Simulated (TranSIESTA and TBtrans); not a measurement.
Run with TranSIESTA and TBtrans (open boundaries, self-consistent; PseudoDojo norm-conserving potentials, scalar-relativistic): PAO.BasisSize SZP, PAO.EnergyShift 0.15 eV, XC.Authors PBE, Mesh.Cutoff 200 Ry, ElectronicTemperature 300 K, TS.Voltage 0.0 eV, TBT.Elecs.Eta 0.001 eV, no spin polarisation.

System: Si chain with one bond stretched by 0.6 Å. Leads: straight Si chain, spacing 2.25 Å. Geometry: as built, not relaxed.

Q: Give the largest eigenchannel transmissions at the Fermi level (four at most) and the total.

A: 0.68, 0.68, 0.66; total 2.03. The straight chain is held at its spacing; free chains may zigzag or dimerise. No spin-polarised start was tried, so a magnetic state, if there is one, is missed.
